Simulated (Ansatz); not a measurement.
Start from SnTe in the rock salt structure (space group Fm-3m, No. 225; a = 6.371 Å). Axes: x, y, z lie along the cube axes.

The values are results of r2SCAN, PAW, 500 eV (Ansatz, a quantum-chemistry and plane-wave program; spin-orbit coupling left out), earlier PAW set, not measurements.

Base values:

| Item | Result |
|---|---|
| Shortest interatomic distance | 3.186 Å |

The change: uniaxial stress, 1 GPa compression along z; all other stress components relax to zero.

### Question
How does this affect the energy relative to the base, strain response and shortest interatomic distance?

### Answer
The energy rises by 0.8 meV/atom; the strain response (xx, yy, zz) amounts to (+0.02, +0.02, −0.76) %; the shortest interatomic distance falls by 0.024 Å to 3.162 Å.

Stability under load was not tested beyond the relaxation.
